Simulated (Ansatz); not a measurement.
CdBr$_{2}$ (space group P6_3mc, No. 186; layered, stacked along the Cartesian z axis)

```
CdBr2
1.0
    3.98029     0.00000     0.00000
   -1.99015     3.44703     0.00000
    0.00000     0.00000    12.56749
Cd Br
2 4
Direct
  0.66667   0.33333   0.87499
  0.33333   0.66667   0.37499
  0.00000   0.00000   0.75034
  0.00000   0.00000   0.25034
  0.33333   0.66667   0.99967
  0.66667   0.33333   0.49967
```

Computed with Kohn–Sham DFT with the r2SCAN+rVV10 functional, run in Ansatz (a quantum-chemistry and plane-wave program) with PAW and 500 eV plane waves, no spin-orbit coupling. Γ-centred 10×10×3 mesh, Fermi–Dirac width 0.05 eV.

The volume per atom comes out as 28.74 Å³, the density is 5.24 g/cm³ and the band gap is 3.45 eV, direct at Γ. The electron mass is 0.30 mₑ along c, 0.27 mₑ across and the total energy is -4617.490 eV/atom (σ→0; compares only within this code and set-up).

Masses are band curvatures over ±0.01 Å⁻¹ around the edge. Stability against distortions was not tested.
